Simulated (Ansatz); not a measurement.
Start from SnO₂ in the rutile structure (space group P4_2/mnm, No. 136; a = 4.828 Å, c = 3.238 Å).

Structures relaxed with Ansatz (a program for electronic structure) PBE, no spin-orbit coupling.

Base:

Simulated powder pattern, Mo Kα, λ = 0.71073 Å (kinematic, ideal powder, no thermal factors, no anomalous dispersion; the 10 strongest lines at most, above 2 %, up to 2θ = 40°):

```csv
2θ (°),I/Imax (%),hkl
11.95,100,(110)
15.19,83,(101)
16.93,24,(200)
22.82,76,(211)
24.03,19,(220)
26.92,18,(310)
28.12,19,(112)
28.55,24,(301)
33.38,16,(321)
37.66,14,(411)
```

It is then changed as follows: the cell is scaled by 1.0240 in all directions, atoms relaxed at fixed cell.

After the change:

Simulated powder pattern, Mo Kα, λ = 0.71073 Å (kinematic, ideal powder, no thermal factors, no anomalous dispersion; the 10 strongest lines at most, above 2 %, up to 2θ = 40°):

```json
[
 {"2θ (°)": "11.67", "I/Imax (%)": "100", "hkl": "(110)"},
 {"2θ (°)": "14.83", "I/Imax (%)": "82", "hkl": "(101)"},
 {"2θ (°)": "16.53", "I/Imax (%)": "24", "hkl": "(200)"},
 {"2θ (°)": "22.28", "I/Imax (%)": "77", "hkl": "(211)"},
 {"2θ (°)": "23.46", "I/Imax (%)": "19", "hkl": "(220)"},
 {"2θ (°)": "26.28", "I/Imax (%)": "18", "hkl": "(310)"},
 {"2θ (°)": "27.45", "I/Imax (%)": "19", "hkl": "(112)"},
 {"2θ (°)": "27.87", "I/Imax (%)": "25", "hkl": "(301)"},
 {"2θ (°)": "32.58", "I/Imax (%)": "16", "hkl": "(321)"},
 {"2θ (°)": "36.74", "I/Imax (%)": "14", "hkl": "(411)"}
]
```

The indices refer to the base's conventional cell; one index is shown for lines that coincide.

The cells carry an imposed strain or load. Whether these cells are dynamically stable was not tested. All final runs are without spin polarisation.
